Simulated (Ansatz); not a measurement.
**Ansatz (a first-principles code) run on Be2Ag (R3m, 6 atoms in the cell): self-consistent single point**

Method: LDA (PW92), default PAW files made with PBE (plane waves; Ansatz).

This input was run:

Ansatz 0.2 input:
```yaml
# Be2Ag
crystal:
  lattice:
    - [0.00000000, 3.18048300, 3.18048300]
    - [3.18048300, 0.00000000, 3.18048300]
    - [3.18048300, 3.18048300, 0.00000000]
  atoms:
    - { symbol: Be, position: [0.62500000, 0.62500000, 0.12500000] }
    - { symbol: Be, position: [0.62500000, 0.12500000, 0.62500000] }
    - { symbol: Be, position: [0.62953800, 0.62953800, 0.62953800] }
    - { symbol: Be, position: [0.12500000, 0.62500000, 0.62500000] }
    - { symbol: Ag, position: [0.25000000, 0.25000000, 0.25000000] }
    - { symbol: Ag, position: [0.00000000, 0.00000000, 0.00000000] }
basis:
  ecutwfc: 420.0
kpoints:
  mp_grid: { grid: [9, 9, 9] }
hamiltonian:
  xc: lda
  pseudopotentials: { kind: paw }
scf:
  occupations: { method: fermi_dirac, width: 0.1 }
output:
  forces: true
  eigenvalues: true
  stress: true
```

Output (repeated stretches shortened):

```
WARN ansatz: RAYON_NUM_THREADS=1 ignored (pool sized by the plan → 1); use --threads N
Pseudopotentials: kind: paw
Pseudopotential: Be, paw, valence charge 2
Pseudopotential: Ag, paw, valence charge 19
Crystal: 6 atoms, lattice volume = 64.344 Å³
Basis set: ecut = 420 eV, 1243 PW (Γ)
Bands: 29, of which v1, the nominal top of the filled ones, is band 23 counted from 1 (22 counted from 0)
Symmetry: 6 space group operations
Space group: R3m (ITA 160), of the structure as read, at distance tolerance 4.0e-5 Å
k-points: 85 of 729 (time reversal used)
PAW frozen core: Be, regenerated for the run's functional, and the local potential with it
PAW frozen core: Ag, regenerated for the run's functional, and the local potential with it
Initial density: superposition of atomic densities (neutral atoms: chi_scale 0, normalization atom), corrected by the library's trained network
Initial wavefunctions: pseudopotential atomic-orbital guess
Eigensolver: davidson
Functional: x = slater, c = lda
SCF iter   1: F=—  HF=-15269.416712 eV  |F-HF|=—  |Δ(HF+E_count)|=         —  Δρ=8.79e-3  dr2=3.35e-2  ethr=1.77e-3  ⟨swp⟩=6.3  Hψ=11082  notcnv=0  defer=8
all-band conjugate gradients solve this SCF's bands
preconditioner: auto → Kerker (q_TF=auto, 2.580 Å⁻¹)
SCF iter   2: F=—  HF=-15269.407740 eV  |F-HF|=—  |Δ(HF+E_count)|=   8.97e-3  Δρ=3.02e-3  dr2=2.69e-3  ethr=7.29e-5  ⟨swp⟩=2.6  Hψ=4919  notcnv=0  defer=12
SCF iter   3: F=—  HF=-15269.407266 eV  |F-HF|=—  |Δ(HF+E_count)|=   4.74e-4  Δρ=1.51e-3  dr2=9.63e-4  ethr=5.86e-6  ⟨swp⟩=1.0  Hψ=2399  notcnv=0  defer=12
SCF iter   4: F=—  HF=-15269.407016 eV  |F-HF|=—  |Δ(HF+E_count)|=   2.50e-4  Δρ=1.64e-4  dr2=2.98e-5  ethr=2.09e-6  ⟨swp⟩=2.0  Hψ=3387  notcnv=0  defer=12
SCF iter   5: F=—  HF=-15269.407000 eV  |F-HF|=—  |Δ(HF+E_count)|=   1.67e-5  Δρ=3.62e-5  dr2=7.97e-7  ethr=6.48e-8  ⟨swp⟩=2.0  Hψ=3666  notcnv=0  defer=12
SCF iter   6: F=—  HF=-15269.407000 eV  |F-HF|=—  |Δ(HF+E_count)|=   1.90e-7  Δρ=2.05e-5  dr2=2.44e-7  ethr=2.17e-10  ⟨swp⟩=6.9  Hψ=10510  notcnv=0
SCF iter   7: F=-15269.406999 eV  HF=-15269.406999 eV  |F-HF|=3.90e-9  |Δ(HF+E_count)|=   5.64e-8  Δρ=4.74e-6  dr2=1.10e-8  ethr=2.17e-10  ⟨swp⟩=4.0  Hψ=7568  notcnv=0
SCF 1 converged in 7 iterations: F = -15269.406999 eV  dr2 = 1.10e-8
SCF converged after 7 iterations
Free energy (F): -15269.406999 eV
Harris-Foulkes:  -15269.406999 eV  (|F-HF|=3.90e-9)
Internal energy: -15269.379186 eV  (E = F + TS)
E sigma→0 (E₀):  -15269.393093 eV
Entropy (-TS):   -0.027813 eV (-4.636 meV/atom)
Fermi energy:    13.320764 eV
--- Per-component energies (eV) ---
  E_band       = -590.267393
  E_kinetic    = 1134.258955
  E_local      = -6062.720255  (includes V_loc(G=0)·N_el)
  E_nonlocal   = 186.024041
  E_hartree    = 2765.696029
  E_xc         = -447.580589
  E_vxc        = -554.990423  (∫ρ·V_xc dr)
  E_paw        = -7755.917004  (= ΣΔE_a)
  E_vpaw       = -824.228774  (= ΣTr[D̂ρ^β])
  E_aug_tail   = 0.000517  (compensation charges beyond the density's cutoff)
  E_ewald      = -5090.711643
  E_core_change = 1.570763  (= ΣΔE_core)
  E_smearing   = -0.027813  (= −TS)
  E_closure    = 0.000000  (closes the sum)
  Σ components = -15269.406999   (vs F -15269.406999, Δ=0.00e0)
--- Forces (eV/Å), atoms counted from 1 ---
  atom   1  Be     0.08538555     0.08538555     0.04305499
  atom   2  Be     0.08538555     0.04305499     0.08538555
  atom   3  Be    -0.26329455    -0.26329455    -0.26329455
  atom   4  Be     0.04305499     0.08538555     0.08538555
  atom   5  Ag     0.02443531     0.02443531     0.02443531
  atom   6  Ag     0.02502990     0.02502990     0.02502990
  max |Σ_I F_I| component: 3.25e-6 eV/Å
--- Stress (GPa, compression-positive) ---
       -5.747365       0.031763       0.031763
        0.031763      -5.747365       0.031763
        0.031763       0.031763      -5.747365
  P = ⅓ Tr σ = -5.7474 GPa (-57.474 kbar)
  The stress holds the Pulay correction. Without it, at fixed plane waves, as pw.x and ABINIT print it: P = -5.7704 GPa
--- Band table (eV; the first three rows and the last of 85) ---
  k-point 0: bands = ["-79.5694", "-79.5423", "-43.1238", "-43.1238", "-43.1236", "-43.0421", "-43.0416", "-43.0416", "3.2775", "6.5375", "6.5375", "7.0342", "7.0342", "7.0349", "7.4962", "7.4962", "7.4962", "8.8101", "8.8101", "9.8871", "13.7191", [...]
  k-point 1: bands = ["-79.5690", "-79.5427", "-43.1247", "-43.1245", "-43.1231", "-43.0424", "-43.0411", "-43.0407", "3.4034", "6.5381", "6.5382", "6.9819", "7.0656", "7.0664", "7.4171", "7.5148", "7.5149", "8.8070", "8.8070", "9.9448", "12.8052", [...]
  k-point 2: bands = ["-79.5679", "-79.5438", "-43.1268", "-43.1266", "-43.1214", "-43.0442", "-43.0390", "-43.0387", "3.7711", "6.5512", "6.5513", "6.9314", "7.0862", "7.0865", "7.0999", "7.6278", "7.6280", "8.7912", "8.7912", "10.1384", "11.3029", [...]
  k-point 84: bands = ["-79.5650", "-79.5467", "-43.1334", "-43.1313", "-43.1131", "-43.0529", "-43.0342", "-43.0323", "5.3407", "5.6552", "6.5618", "6.6418", "7.0327", "7.0959", "7.3255", "8.0339", "8.1099", "8.5951", "8.7173", "8.7472", "10.7234", [...]
```

The run converged in 7 iterations.

The starting cell comes from a database of computed structures (which also holds hypothetical and non-ambient phases and stackings), without a prior relaxation at this level. Its lattice was rescaled by up to half a per cent. One atom was moved a little off its site on purpose. With a pressure of about -6 GPa the cell is away from its equilibrium volume at this level. Ansatz's pressure includes its estimate of the finite-basis (Pulay) stress.
